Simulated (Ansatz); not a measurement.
# MgCdS2 (model structure, started from the ScAlN2 type, P3m1, No. 156, 4 atoms in the cell)

Computed with HSE06+SOC (Ansatz, a first-principles code, plane waves, PAW).

Run with plane-wave cutoff 460 eV, 9×9×4 k mesh (along the axes of the cell as run), Fermi–Dirac smearing 0.01 eV, PAW data made under PBE.

Cell (relaxed with PBEsol):

```cif
data_CdMgS2
_chemical_formula_sum 'Cd1 S2 Mg1'
_space_group_name_H-M_alt 'P3m1'
_space_group_IT_number 156
_space_group_name_Hall 'P 3 -2"'
_cell_length_a 4.07455
_cell_length_b 4.07455
_cell_length_c 6.57320
_cell_angle_alpha 90.000
_cell_angle_beta 90.000
_cell_angle_gamma 120.000
loop_
_atom_site_label
_atom_site_type_symbol
_atom_site_symmetry_multiplicity
_atom_site_Wyckoff_symbol
_atom_site_fract_x
_atom_site_fract_y
_atom_site_fract_z
_atom_site_occupancy
Cd1 Cd 1 b 0.33333 0.66667 0.00640 1
S1 S 1 b 0.33333 0.66667 0.39029 1
Mg1 Mg 1 c 0.66667 0.33333 0.50006 1
S2 S 1 c 0.66667 0.33333 0.87325 1
```

For MgCdS2 (model structure, started from the ScAlN2 type, P3m1, No. 156, 4 atoms in the cell), the band gap is 3.06 eV (on the SCF k mesh).

Note: the relaxation could raise the start's symmetry but not lower it, so the cell can be a saddle point; cell and atoms aren't relaxed at this level (largest force component 0.13 eV/Å, pressure 1.2 GPa).

Static lattice: no zero-point or thermal effects.

Computing time: about 19 core-minutes (a rough figure).

A model structure was made by putting elements into a prototype or built by hand; it is no filed structure, need not be a known phase, and can be a saddle point held by its symmetry.
